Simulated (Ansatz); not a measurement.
# What biaxial strain +1.89 %, plane normal [001], relaxed out of plane does to SiC

Take SiC in the wurtzite structure (space group P6_3mc, No. 186; a = 3.075 Å, c = 5.049 Å) as the base. Axes: x lies along a and z along c of the hexagonal cell.

Now apply this change: tensile biaxial strain of 1.89 % in the plane normal to [001], as in epitaxy on a mismatched substrate; the out-of-plane cell vector and the atoms relax.

Level of theory: DFT with r2SCAN, PAW potentials and a 500 eV plane-wave cutoff in Ansatz (a first-principles code), no SOC, earlier PAW set. k-mesh 12×12×7 (Γ-centred); smearing 0.05 eV (Fermi–Dirac).

| quantity | base | changed | shift |
|---|---|---|---|
| volume per atom | 10.34 Å³ | 10.70 Å³ | +0.36 Å³ |
| space group | P6_3mc (No. 186) | P6_3mc (No. 186) | – |
| shortest interatomic distance | 1.883 Å | 1.901 Å | +0.018 Å |
| band gap | 2.65 eV | 2.78 eV | +0.13 eV |
| gap character | indirect, Γ → K | indirect, Γ → K | – |
| smallest direct gap | 4.48 eV | 4.21 eV | -0.27 eV |
| width of the top valence band | 4.03 eV | 3.86 eV | -0.17 eV |
| electron mass | 0.26 mₑ along c, 0.43 mₑ across (at K) | 0.26 mₑ out of plane, 0.44 mₑ in plane (at K) | – |
| valence-band top at Γ (three highest levels, from the VBM) | 0.00, 0.00, -0.11 eV | 0.00, -0.07, -0.07 eV | – |
| valley order (the lowest conduction-band minima on the path, energy above the VBM, named in the base's zone) | – | K (-1/3, -1/3, 0) 2.78 eV; M (0, 1/2, 0) 2.95 eV | – |
| out-of-plane strain | – | -0.31 % | – |
| ratio −ε⊥/ε∥ | – | 0.16 | – |
| mean in-plane stress (compression positive) | – | -11.0 GPa | – |

Final structure (turned so that z lies along the plane normal):

```yaml
crystal:
  lattice:
    - [3.13360, 0.00000, 0.00000]
    - [1.56680, 2.71378, 0.00000]
    - [0.00000, 0.00000, 5.03314]
  atoms:
    - { symbol: Si, position: [0.66667, 0.66667, 0.00148] }
    - { symbol: Si, position: [0.33333, 0.33333, 0.50148] }
    - { symbol: C, position: [0.66667, 0.66667, 0.62372] }
    - { symbol: C, position: [0.33333, 0.33333, 0.12372] }
```

Cost of the whole job for the changed cell (relaxation, final SCF and bands): very roughly 80 core-seconds.

Masses are band curvatures over ±0.01 Å⁻¹ around the edge. No phonon test of stability was made.
